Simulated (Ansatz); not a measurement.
System: Ti₅Te₄ (I4/m, No. 87). Method: LDA (PAW; Ansatz, a first-principles code).

Settings: plane-wave cutoff 500 eV, 12×12×12 k mesh, Fermi–Dirac smearing 0.05 eV, no spin polarisation, scalar-relativistic PAW data made under PBE.

Computed at the level's own relaxed cell.

### Question
Predict the volume per atom, lattice constant a and c axis length.

### Answer

volume per atom: 20.11 Å³/atom
lattice constant a: 9.992 Å
c axis length: 3.627 Å

The run finds no gap.

Note: the volume lies 7 % below that of the published cell.

Spin–orbit coupling is not included.

Computed values are for the static lattice.
